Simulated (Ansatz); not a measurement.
Start from HgSe in the zinc blende structure (space group F-43m, No. 216; a = 6.063 Å). Axes: x, y, z lie along the cube axes.

Level of theory: DFT with LDA, PAW potentials and a 420 eV plane-wave cutoff in Ansatz (a program for electronic structure), spin-orbit coupling left out.

Before the change:

| Quantity | Value |
|---|---|
| Pressure | 0.0 GPa |
| Band gap | zero |
| Shortest interatomic distance | 2.625 Å |

Now apply this change: uniaxial strain ε_zz = +2.50 %, all other strain components held at zero, atoms relaxed at fixed cell.

Question: What happens to the energy relative to the base, pressure, band gap and shortest interatomic distance?

Answer: The energy rises by 3.6 meV/atom; the pressure (mean of the normal stresses, compression positive) goes from zero to -1.4 GPa; the band gap stays zero; the shortest interatomic distance grows by 0.022 Å (2.625 Å → 2.647 Å).

A case with no gap was solved on a k-mesh chosen for an insulator, which is coarse for it. With Hg present, leaving out spin-orbit coupling can change the band edges. No phonon test of stability was made. The final runs are not spin-polarised. The zero or small gap of HgSe can change with the level of theory.
